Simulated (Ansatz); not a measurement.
# A short convergence ladder for In2Se3 (P-1, 5 atoms in the cell)

```
CELL_PARAMETERS angstrom
      3.96348     0.00000     0.00000
      1.98014     3.43370     0.00000
      0.01639     0.02825     9.83448
ATOMIC_POSITIONS crystal
  In 0.33315 0.33417 0.81037
  In 0.66685 0.66583 0.18963
  Se 0.00000 0.00000 0.00000
  Se 0.33344 0.33118 0.32365
  Se 0.66656 0.66882 0.67635
```

Base method: LDA (PW92), default PAW files made with PBE (plane waves; Ansatz, an electronic-structure program).

Base settings: basis.ecutwfc = 420 eV; kpoints.mp_grid.grid = 6 6 2; hamiltonian.xc = lda; hamiltonian.pseudopotentials = {kind: paw} (the program's default PAW files); scf.occupations.method = gaussian; scf.occupations.width = 0.2 eV.

**Zone-centre phonons against the cutoff**

In this ladder: phonons.method = dfpt.

The mesh stays at the base's, so the ladder's end is converged at best in this setting alone.

Frequencies are those of the unrelaxed cell, without the LO-TO term of polar crystals.

Only quantities that move along the ladder and can be compared are tabulated.

```csv
basis.ecutwfc,highest zone-centre frequency (cm⁻¹),lowest optical frequency (cm⁻¹)
210 eV,200.5,-23.0
295 eV,193.3,35.2
420 eV,193.4,35.2
630 eV,193.4,35.3
```

Coarsest basis.ecutwfc that holds the lowest optical frequency within 5 cm⁻¹ of the last step, with all finer ones: 295 eV; the step before is off by 58 cm⁻¹.

Coarsest basis.ecutwfc that holds the highest zone-centre frequency within 1 cm⁻¹ of the last step, with all finer ones: 295 eV; the step before is off by 7.1 cm⁻¹.

On the base run: the starting cell comes from a database of computed structures (which also holds hypothetical and non-ambient phases and stackings), without a prior relaxation at this level. Its lattice was rescaled by up to half a per cent. A gap is left out here, as mesh or smearing make it unsure.

Keys are those of Ansatz 0.2.
